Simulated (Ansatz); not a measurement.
We look at the formation energy of 2 Be_i in Al (fcc, Fm-3m). Reaction: 32 Al (fcc) + 2 Be (hcp) → cell A.

Cell A: a supercell of 32 sites of Al (fcc, Fm-3m) with two times Be off the lattice sites (6 Al at 2.19–2.24 Å); the closest two of these centres are 5.7 Å apart; spin state with PBE: run without spin, k-point mesh 5×5×5.
```xyz
34
Lattice="8.0822 0.0000 0.0000 0.0000 8.0822 0.0000 0.0000 0.0000 8.0822" Properties=species:S:1:pos:R:3 pbc="T T T"
Al    -0.1647     0.0000     0.0000
Al     0.0000     2.0206     2.0621
Al     2.0206     0.0000     2.2449
Al     2.0206     2.1852     0.0000
Al    -0.0431     0.0000     4.0411
Al     0.0000     2.0206     6.0201
Al     2.0206     0.0000     5.8373
Al     2.0206     2.0636     4.0411
Al     0.1647     4.0411     0.0000
Al     0.0000     6.0617     2.0621
Al     2.0206     4.0411     2.0806
Al     2.0206     5.8970     0.0000
Al     0.0431     4.0411     4.0411
Al     0.0000     6.0617     6.0201
Al     2.0206     4.0411     6.0016
Al     2.0206     6.0186     4.0411
Al     4.2058     0.0000     0.0000
Al     4.0411     2.0206     2.0621
Al     6.0617     0.0000     2.0806
Al     6.0617     1.8559     0.0000
Al     4.0842     0.0000     4.0411
Al     4.0411     2.0206     6.0201
Al     6.0617     0.0000     6.0016
Al     6.0617     1.9775     4.0411
Al     3.8764     4.0411     0.0000
Al     4.0411     6.0617     2.0621
Al     6.0617     4.0411     2.2449
Al     6.0617     6.2263     0.0000
Al     3.9980     4.0411     4.0411
Al     4.0411     6.0617     6.0201
Al     6.0617     4.0411     5.8373
Al     6.0617     6.1048     4.0411
Be     2.0206     0.0000     0.0000
Be     6.0617     4.0411     0.0000
```

Reference: Al (fcc, Fm-3m), 32 atoms in the cell, a perfect crystal on lattice vectors that match the other cells', k-point mesh 5×5×5 on the run's own vectors.

Reference: Be (hcp, P6₃/mmc), 2 atoms in the cell, k-point mesh 30×30×16 on the run's own vectors. Conventional cell: a = b = 2.264 Å, c = 3.563 Å, α = β = 90.00°, γ = 120.00°.

All numbers come from Ansatz (a first-principles code), plane waves with PAW, its default PAW set, cutoff 420 eV, 500 eV for r2SCAN. The structures are at rest with PBE, within the held lattices; other levels are single points on them. Neutral cells; Fermi-Dirac smearing of at most 0.10 eV in the solids, energies taken to zero width. The lattices are those relaxed with PBE, so at other levels the solids can be strained, which adds to the spread. Larger cells are relaxed from a start prepared with the learned potential CHGNet, on a coarser mesh till forces fall under 0.03 eV/Å, which some starts already meet. A dispersion term (D3(BJ), or D4 for r2SCAN) was computed beside these levels and is taken off wherever the name lacks it. Nuclei at rest; no vibrational terms. No structure search was made; lower ones may exist. No correction for cell size. The cell is small for its defects, so this is an ordered compound on the host's lattice rather than an isolated defect. Cell A has symmetry P4/mmm and got no random move, so less symmetric positions, which may lie lower, weren't tried.

**Question.** Predict the value from r2SCAN.

**Answer.** 3.96 eV, for 32 Al (fcc) + 2 Be (hcp) → cell A.

**Question.** How does the value move with the functional?

**Answer.** 
```tsv
Functional	value (eV)	less r2SCAN
PBE	3.90	-0.06
```

The levels span 0.06 eV, from PBE (3.90) to r2SCAN (3.96).
